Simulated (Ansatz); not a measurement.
An Ansatz (a first-principles code) run: Ag with a change (pressure 0.9 GPa); PBE (Ansatz), no SOC, earlier PAW set.

Input:

Ansatz 0.2 input:
```yaml
crystal:
  lattice:
    - [0, 2.0745916843, 2.0745916843]
    - [2.0745916843, 0, 2.0745916843]
    - [2.0745916843, 2.0745916843, 0]
  atoms:
    - { symbol: Ag, position: [0, 0, 0] }
basis: { ecutwfc: 420, ecutrho_ratio: 4, xc_grid: 2, fft_grid_basis: typed }
kpoints: { mp_grid: { grid: [19, 19, 19] } }
hamiltonian:
  xc: pbe
  dispersion: none
  pseudopotentials: { azcp: { folder: ./paw }, kind: paw }
scf: { occupations: { method: fermi_dirac, width: 0.05 } }
relax: { f_tol: 0.01, max_steps: 60, cell: { stress_tol: 0.02, p_target: 0.9 } }
output: { forces: true, stress: true }
checkpoint: { write: state.ck, write_every: 1000 }
```

Output (explanatory and most iteration lines left out):

```
Relaxation: its limit of steps is 60 (relax.max_steps)
Pseudopotential: Ag, paw, valence charge 19
Crystal: 1 atoms, lattice volume = 17.858 Å³
Basis set: ecut = 420 eV, 339 PW (Γ), exchange–correlation on 40×40×40 points (8 copies of the dense FFT grid, shifted against one another)
Bands: 14, of which v1, the nominal top of the filled ones, is band 10 counted from 1 (9 counted from 0)
Symmetry: 48 space group operations
Space group: Fm-3m (ITA 225), of the structure as read, at distance tolerance 2.6e-5 Å
k-points: 220 of 6859
Functional: x = pbe(κ = 0.804, μ = 0.2195149727645171), c = pbe(β = 0.06672455060314922)
SCF iter   1: F=—  HF=-7590.843779 eV  |F-HF|=—  |Δ(HF+E_count)|=         —  Δρ=6.68e-2  dr2=8.68e-1  ethr=3.10e-3  ⟨swp⟩=5.2  Hψ=15677  notcnv=0
SCF iter   2: F=—  HF=-7590.638692 eV  |F-HF|=—  |Δ(HF+E_count)|=   2.05e-1  Δρ=2.32e-2  dr2=1.07e-1  ethr=3.10e-3  ⟨swp⟩=2.5  Hψ=6149  notcnv=0  defer=56
SCF 1 converged in 7 iterations: F = -7590.612382 eV  dr2 = 2.13e-11
relax step   1: F+E_penalty+E_count = -7590.61238196 eV  Δ(F+E_penalty+E_count) = +0.000e0 eV  max|allowed force component| = 0.000e0 eV/Å  Δτ_max = 0.0000 Å  P = -0.002 GPa  Ω = 17.858 Å³  (7 SCF iters, dr2 threshold 1.00e-7 eV, accepted)
[... steps on the carried basis left out ...]
relax step   4: F+E_penalty+E_count = -7590.61191923 eV  Δ(F+E_penalty+E_count) = +7.699e-5 eV  max|allowed force component| = 0.000e0 eV/Å  Δτ_max = 0.0000 Å  P = +0.887 GPa  Ω = 17.688 Å³  stress off target by 1.31e-2 GPa  SCF on the basis re-selected at this cell (its energy is not comparable with the rows above)  (5 SCF iters)
SCF converged after 5 iterations
Free energy (F): -7590.611919 eV
Internal energy: -7590.608501 eV  (E = F + TS)
E sigma→0 (E₀):  -7590.610210 eV
Entropy (-TS):   -0.003418 eV (-3.418 meV/atom)
Fermi energy:    16.499595 eV
--- Forces (eV/Å), atoms counted from 1 ---
  atom   1  Ag    -0.00000000    -0.00000000    -0.00000000
--- Stress (GPa, compression-positive) ---
        0.886948      -0.000000      -0.000000
       -0.000000       0.886948      -0.000000
       -0.000000      -0.000000       0.886948
  P = ⅓ Tr σ = 0.8869 GPa (8.869 kbar)
--- Relaxed structure (3 steps of the walk, 3 accepted, 1 SCFs on fresh bases) ---
  cell:  # Å, volume = 17.6878 Å³
    - [1.3853042714434884e-34, 2.067986703682826, 2.067986703682826]
    - [2.067986703682826, -1.4808424970602808e-34, 2.067986703682826]
    - [2.067986703682826, 2.067986703682826, 3.184607520559742e-35]
  atoms:
    - { symbol: Ag, position: [0.0, 0.0, 0.0] }
```

Load acts through the strain it causes; cell and atoms are relaxed under it. Stability against distortions was not tested. The cell was made from Ag in the fcc (Cu type) structure (space group Fm-3m, No. 225) by this change: pressure 0.9 GPa.
